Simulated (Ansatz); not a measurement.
## Ga2O3, response to strain

The reference is Ga₂O₃ in the corundum structure (space group R-3c, No. 167; a = 4.9499 Å, c = 13.3058 Å (hexagonal axes)). Axes: x lies along a and z along c of the hexagonal cell.

Strains are applied to the cell and any free atomic positions relax.

The values are results of LDA (Ansatz, a first-principles code), without spin-orbit coupling, not measurements.

Candidates:
(a) uniaxial strain ε_zz = −0.75 %
(b) uniaxial strain ε_zz = −1.50 %
(c) uniaxial strain ε_zz = −2.25 %

Base values:

- Band gap: 3.04 eV

Order them by band gap, highest first.

(c) uniaxial strain ε_zz = −2.25 % (3.23 eV), (b) uniaxial strain ε_zz = −1.50 % (3.17 eV), (a) uniaxial strain ε_zz = −0.75 % (3.11 eV)

Semilocal Kohn–Sham gaps tend to fall short of experiment. Whether these cells are dynamically stable was not tested.
